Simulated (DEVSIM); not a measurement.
System: Mo/SiO2/n-Si capacitor, at 250 K.

Layer 1 from the left is SiO2, thickness (nm) 26.0. Layer 2 from the left is Si, thickness (nm) 2500, Nd (cm⁻³) 5.4e16.

Metal gate on the left, work function 4.6 eV. Fixed charge at the semiconductor interface 0 cm⁻² (in units of +e); interface traps 3e11 cm⁻² eV⁻¹, uniform in energy, neutral level at 0.3 of the gap above the valence band.

The device is made up for the run: typed textbook-type constants, with dimensions and the other settings drawn at random. Values at 300 K; Nc and Nv go as T^1.5, mobilities as T to minus their exponent, the gap by Varshni's rule with the affinity fixed.

SiO2: gap (eV) 9, affinity (eV) 0.9, permittivity 3.9. Si: gap (eV) 1.124, affinity (eV) 4.05, permittivity 11.7, Nc (cm⁻³) 2.86e19, Nv (cm⁻³) 3.1e19, Varshni α (eV/K) 0.000473, Varshni β (K) 636.

Model (solved in DEVSIM): 1D Poisson equation in equilibrium, Boltzmann statistics, complete ionisation; no quantum confinement or tunnelling. Metal contacts follow the ideal Schottky-Mott rule: no Fermi-level pinning, no interface dipoles.

Task: What does the simulation give for the flat-band voltage?

Result: flat-band voltage 0.66 V.
